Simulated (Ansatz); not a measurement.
Relaxation of the outer planes of the (332) surface of bcc W in its 1x1 cell, outermost plane spacing 0.68 Å in the ideal cut.

Computed with PBE (plane waves to 420 eV, PAW; Ansatz, a quantum-chemistry and plane-wave program).

Slab: 16 atoms, 10.2 Å thick at the start (thin: gaps and levels are the slab's own); k 8x7x1, smearing 0.1 eV, dipole-corrected; all atoms relaxed; symmetry of the start imposed; no spin, no spin-orbit, no U.

```tsv
plane	atoms	bulk spacing to the next (Å)	relaxed spacing (Å)	change (%)	rumpling (Å)
1	W	0.679	0.552	-18.7	0.00
2	W	0.679	0.592	-12.8	0.00
```
